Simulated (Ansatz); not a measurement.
# What biaxial strain +1.29 %, plane normal [001], relaxed out of plane does to Rh

The reference is Rh in the fcc (Cu type) structure (space group Fm-3m, No. 225; a = 3.8016 Å; relaxed with 0.1 eV smearing). Axes: x, y, z lie along the cube axes.

Now apply this change: biaxial strain +1.29 %, plane normal [001], relaxed out of plane (Cartesian); in-plane vectors clamped, the third vector and the atoms free.

Computed with r2SCAN (Ansatz, a program for electronic structure; PAW; 500 eV plane waves; without spin-orbit coupling), earlier PAW set. k-mesh 30×30×30 (Γ-centred); smearing 0.1 eV (Fermi–Dirac).

```tsv
quantity	base	changed	shift
volume per atom	13.74 Å³	13.93 Å³	+0.19 Å³
space group	Fm-3m (No. 225)	I4/mmm (No. 139)	–
shortest interatomic distance	268.8 pm	269.0 pm	+0.2 pm
energy relative to the base (free energy F)	0 meV/atom	+6.3 meV/atom	+6.3 meV/atom
pressure (mean of the normal stresses, compression positive)	0.0 GPa	-3.7 GPa	-3.7 GPa
band gap	zero	zero	–
out-of-plane strain	–	-1.15 %	–
ratio −ε⊥/ε∥	–	0.89	–
mean in-plane stress (compression positive)	–	-5.6 GPa	–
```

Final structure (turned so that z lies along the plane normal):

```yaml
crystal:
  lattice:
    - [2.72284, 0.00000, 0.00000]
    - [0.00000, 2.72284, 0.00000]
    - [1.36142, -1.36142, 1.87896]
  atoms:
    - { symbol: Rh, position: [0.00000, 0.00000, 0.00000] }
```

Cost of the whole job for the changed cell (relaxation, final SCF and bands): about 5 core-minutes (a rough figure).

No phonon test of stability was made. All final runs are without spin polarisation.
